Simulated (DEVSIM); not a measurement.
Schottky contact on n-type GaAs

System: Schottky contact on n-type GaAs, at 300 K.

| layer (left to right) | material | thickness (μm) | Nd (cm⁻³) | τn (s) | τp (s) |
|---|---|---|---|---|---|
| 1 | GaAs | 80.0 | 6.3e15 | 2.2e-9 | 2.2e-9 |

Left contact: Schottky, work function 5.04 eV, emission velocity 3.8e6 cm/s. Right contact: ohmic. Voltage is applied to the left contact. Recombination: SRH at mid-gap, radiative, Auger. Mobility is μmin + (μ − μmin)/(1 + (N/Nref)^α).

Constants are typed, rounded textbook-type inputs, not results; the design itself was drawn at random and stands for no fabricated device. Values at 300 K.

```tsv
parameter	GaAs
gap (eV)	1.424
affinity (eV)	4.07
permittivity	12.9
Nc (cm⁻³)	4.7e17
Nv (cm⁻³)	9e18
μn (cm²/Vs)	8500
μp (cm²/Vs)	400
μn,min	500
μp,min	20
Nref,n	6e16
Nref,p	1.5e17
αn	0.39
αp	0.38
B (cm³/s)	2e-10
Cn (cm⁶/s)	1e-30
Cp (cm⁶/s)	1e-30
```

Model (solved in DEVSIM): 1D drift-diffusion, Boltzmann statistics, complete ionisation; no tunnelling, impact ionisation, image-force lowering or self-heating. Metal contacts follow the ideal Schottky-Mott rule: no Fermi-level pinning, no interface dipoles.

| Property | Value |
|---|---|
| Potential step across the device at zero bias | 0.859 V |
| Largest field in the device at zero bias | 38000 V/cm |
| Dark forward voltage at 1 A/cm² | 0.647 V |
| Dark forward voltage at 100 A/cm² | 0.895 V |

Small-signal capacitance in reverse bias (quasi-static):

| V (V) | C (nF/cm²) |
|---|---|
| -0.1 | 24.9 |
| -0.25 | 23.1 |
| -0.5 | 20.8 |
| -0.75 | 19.1 |
| -1 | 17.7 |
| -1.5 | 15.7 |
| -2 | 14.3 |
| -2.5 | 13.2 |
| -3.25 | 11.9 |
| -4 | 10.9 |
| -5 | 9.94 |

Dark reverse current:

```json
[
 {"V (V)": "-0.10", "J (A/cm²)": "-3.6e-10"},
 {"V (V)": "-0.25", "J (A/cm²)": "-7.0e-10"},
 {"V (V)": "-0.50", "J (A/cm²)": "-1.2e-9"},
 {"V (V)": "-0.75", "J (A/cm²)": "-1.7e-9"},
 {"V (V)": "-1.00", "J (A/cm²)": "-2.1e-9"},
 {"V (V)": "-1.50", "J (A/cm²)": "-2.8e-9"},
 {"V (V)": "-2.00", "J (A/cm²)": "-3.4e-9"},
 {"V (V)": "-2.50", "J (A/cm²)": "-4.0e-9"},
 {"V (V)": "-3.25", "J (A/cm²)": "-4.8e-9"},
 {"V (V)": "-4.00", "J (A/cm²)": "-5.5e-9"},
 {"V (V)": "-5.00", "J (A/cm²)": "-6.4e-9"}
]
```
